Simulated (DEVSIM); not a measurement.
Device: Schottky contact on p-type Si, at 250 K.

```csv
layer (left to right),material,thickness (μm),Na (cm⁻³),τn (s),τp (s)
1,Si,0.570,1.5e16,1.4e-7,1.4e-7
```

Left contact: Schottky, work function 4.494 eV, emission velocity 1.9e6 cm/s. Right contact: ohmic. Voltage is applied to the left contact. Recombination: SRH at mid-gap, radiative. Mobility is constant in doping.

This is a model device: material constants are rounded textbook-type values typed into the input, and sizes, dopings and lifetimes were drawn at random. Values at 300 K; Nc and Nv go as T^1.5, mobilities as T to minus their exponent, the gap by Varshni's rule with the affinity fixed.

| parameter | Si |
|---|---|
| gap (eV) | 1.124 |
| affinity (eV) | 4.05 |
| permittivity | 11.7 |
| Nc (cm⁻³) | 2.86e19 |
| Nv (cm⁻³) | 3.1e19 |
| μn (cm²/Vs) | 1417 |
| μp (cm²/Vs) | 470 |
| T exponent of μn | 2.3 |
| T exponent of μp | 2.2 |
| B (cm³/s) | 4.7e-15 |
| Varshni α (eV/K) | 0.000473 |
| Varshni β (K) | 636 |

Model (solved in DEVSIM): 1D drift-diffusion, Boltzmann statistics, complete ionisation; no tunnelling, impact ionisation, image-force lowering or self-heating. Metal contacts follow the ideal Schottky-Mott rule: no Fermi-level pinning, no interface dipoles.

The temperature was swept, all else fixed.

```
temperature (K)  largest field in the device at zero bias (V/cm)  dark forward voltage at 100 A/cm² (V)  potential step across the device at zero bias (V)
---------------  -----------------------------------------------  -------------------------------------  -------------------------------------------------
250                                                        49000                                  0.460                                              0.534
300                                                        46000                                  0.395                                              0.483
350                                                        43000                                  0.332                                              0.430
400                                                        40000                                  0.266                                              0.374
450                                                            ?                                      ?                                              0.318
500                                                        32000                                  0.133                                              0.259
```

Task: Fill in the missing entries.

Result: 
- 450, largest field in the device at zero bias (V/cm): 36000
- 450, dark forward voltage at 100 A/cm² (V): 0.198
